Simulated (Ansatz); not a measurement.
BAs (model structure, Pm-3m, No. 221, 2 atoms in the cell): properties by level of theory

```tsv
level (code)	equilibrium lattice constant a (Å)	cohesive energy (eV/atom)
LDA (Ansatz)	2.884	4.06
PBE (Ansatz)	2.937	3.09
PBEsol (Ansatz)	?	?
PBE-D3(BJ) (Ansatz)	?	3.45
r²SCAN (Ansatz)	?	2.83
r²SCAN+rVV10 (Ansatz)	?	3.03
```

Question: Complete the blanks.

Answer: 
- PBEsol (Ansatz, a program for electronic structure), equilibrium lattice constant a (Å): 2.900
- PBEsol (Ansatz), cohesive energy (eV/atom): 3.60
- PBE-D3(BJ) (Ansatz), equilibrium lattice constant a (Å): 2.894
- r²SCAN (Ansatz), equilibrium lattice constant a (Å): 2.934
- r²SCAN+rVV10 (Ansatz), equilibrium lattice constant a (Å): 2.926

Ansatz's density-functional and Hartree–Fock values are scalar-relativistic unless marked +SOC, with PAW data made under PBE.

Free atoms are spin-polarised, in the lowest state found; at levels without +SOC their spin–orbit coupling is left out.

A model structure was made by putting elements into a prototype or built by hand; it is no filed structure, need not be a known phase, and can be a saddle point held by its symmetry.
